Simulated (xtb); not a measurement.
xtb 6.7.1, GFN2-xTB: cyclohexasilane ([SiH2]1[SiH2][SiH2][SiH2][SiH2][SiH2]1), 18 atoms. The geometry is a generated start, not checked to be a minimum at this level.

- run flags = --grad
- method = GFN2-xTB
- --acc = 1 (default)
- --etemp (K) = 300 (default)
- basis functions = 72
- valence electrons = 36

```xyz
18

Si    -1.3054     1.3469    -1.2321
Si     0.7620     2.0657    -0.4435
Si     2.2204     0.2748    -0.1636
Si     1.3067    -1.3479     1.2321
Si    -0.7625    -2.0618     0.4474
Si    -2.2227    -0.2717     0.1653
H     -1.1003     0.7390    -2.5590
H     -2.2298     2.4550    -1.5102
H      1.3370     3.1497    -1.2521
H      0.5571     2.7012     0.8703
H      2.4464    -0.3397    -1.4835
H      3.5688     0.6901     0.2475
H      2.2316    -2.4598     1.4969
H      1.1134    -0.7522     2.5662
H     -1.3385    -3.1493     1.2508
H     -0.5577    -2.6917    -0.8687
H     -2.4571     0.3410     1.4850
H     -3.5694    -0.6895    -0.2488
```

One run each on 1 thread. Values of broydamp tried: 0.02, 0.05, 0.1, 0.2, 0.4 (default), 0.6, 0.8, 1.

Task: Which value of broydamp needs the fewest SCC iterations, and what happens away from it?

Result: Fewest SCC iterations, within one of each other: 0.4 (default) with 11, 0.6 with 11, 0.8 with 11, 1 with 12. The count rises to 17 at 0.02. All converge to one solution.

```
broydamp       SCC iterations            end
-------------  --------------  -------------
0.02                       17  same solution
0.05                       17  same solution
0.1                        15  same solution
0.2                        13  same solution
0.4 (default)              11  same solution
0.6                        11  same solution
0.8                        11  same solution
1                          12  same solution
```
